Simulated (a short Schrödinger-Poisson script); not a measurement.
System: gated In0.52Al0.48As/In0.53Ga0.47As modulation-doped gas in a quantum well, at 300 K.

| layer | material | thickness (nm) | Nd (cm⁻³) | Na (cm⁻³) |
|---|---|---|---|---|
| 1 | In0.52Al0.48As | 10 | - | - |
| 2 | In0.52Al0.48As | 20 | 9.3e17 | - |
| 3 | In0.52Al0.48As | 2 | - | - |
| 4 | In0.53Ga0.47As | 8 | - | - |
| 5 | In0.52Al0.48As | 4000 | - | 2e14 |

The device is made up for the run: typed textbook-type constants, with dimensions and the other settings drawn at random. In0.52Al0.48As: permittivity 12.5, conduction-band edge (eV) 0.52, gap (eV) 1.45, electron mass (mₑ) 0.075, Nv at 300 K (cm⁻³) 1.1e19. In0.53Ga0.47As: permittivity 13.9, conduction-band edge (eV) 0, gap (eV) 0.74, Nv at 300 K (cm⁻³) 7.7e18.

Channel valleys (confinement mass, in-plane density-of-states mass, number): Γ 0.041, 0.041, 1. At the gate the conduction-band edge of layer 1 lies 0.65 eV − eVg above the Fermi level of the channel; the field vanishes at the back. The barrier under the gate holds no holes. Gaps are held at their typed values at every temperature. Mesh 0.08 nm at interfaces.

From a short Schrödinger-Poisson script (our own, NumPy): 1D Poisson equation in equilibrium, electrons quantum, Hartree (BenDaniel-Duke, 40 states a valley, the channel's in-plane mass for all, wave functions free to enter the barrier), parabolic valleys, classical holes, full ionisation, no traps, pinning or gate leakage.

The same stack at other levels of the model or other numerical settings:

| run | sheet density of all electrons at Vg = 0.4 V (cm⁻²) | sheet density of all electrons at Vg = -0.1 V (cm⁻²) | capacitance at Vg = 0.4 V (μF/cm²) | centroid of the channel electrons at Vg = 0.4 V (nm) | rough cost against the base |
|---|---|---|---|---|---|
| base | 1.30e12 | 4.14e11 | 0.291 | 3.70 | about 1 |
| electrons treated as classical, Boltzmann | 1.51e12 | 5.23e11 | 0.325 | … | 0.02 |
| electrons treated as classical, Fermi-Dirac | … | 4.73e11 | 0.290 | 3.51 | 0.09 |
| electrons treated as quantum, Hartree plus LDA exchange-correlation | 1.32e12 | … | 0.293 | 3.69 | 2 |
| mesh six times as coarse | 1.29e12 | 4.13e11 | 0.291 | 3.69 | 0.3 |
| one subband a valley | 1.29e12 | 4.14e11 | 0.289 | 3.70 | 0.3 |

Problem. Fill in the missing entries.

Solution. 
- electrons treated as classical, Boltzmann, centroid of the channel electrons at Vg = 0.4 V (nm): 2.60
- electrons treated as quantum, Hartree plus LDA exchange-correlation, sheet density of all electrons at Vg = -0.1 V (cm⁻²): 4.30e11
- electrons treated as classical, Fermi-Dirac, sheet density of all electrons at Vg = 0.4 V (cm⁻²): 1.34e12

The classical rows ignore confinement, and Boltzmann statistics overrate the density once the band edge passes the Fermi level.
